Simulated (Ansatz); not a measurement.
**SnO (model structure, started from the 6H type, P6₃mc, No. 186, 12 atoms in the cell): smallest direct gap on the k points sampled by level of theory**

No measured value is used here.

```
level (code)           value (eV)  cell (Å³/atom)
---------------------  ----------  --------------
LDA (Ansatz)                 1.44           18.45
PBEsol (Ansatz)               ___           19.65
r²SCAN (Ansatz)              1.98           21.58
r²SCAN+rVV10 (Ansatz)        1.86           20.26
```

### Question
What belongs in the gaps?

### Answer

- PBEsol (Ansatz, a program for electronic structure), value (eV): 1.58

At these levels the smallest gap is indirect and lower: LDA 1.02, PBEsol 1.18, r²SCAN 1.63, r²SCAN+rVV10 1.46 eV. Computed values are for a static lattice. Levels without +SOC have no spin–orbit coupling; where heavier elements are present it shifts gaps, mostly down, and can invert bands.  Each level is taken at its own relaxed cell. Cutoffs differ between the levels. Ansatz's density-functional and Hartree–Fock values are scalar-relativistic unless marked +SOC, with PAW data made under PBE.

A model structure was made by putting elements into a prototype or built by hand; it is no filed structure, need not be a known phase, and can be a saddle point held by its symmetry.
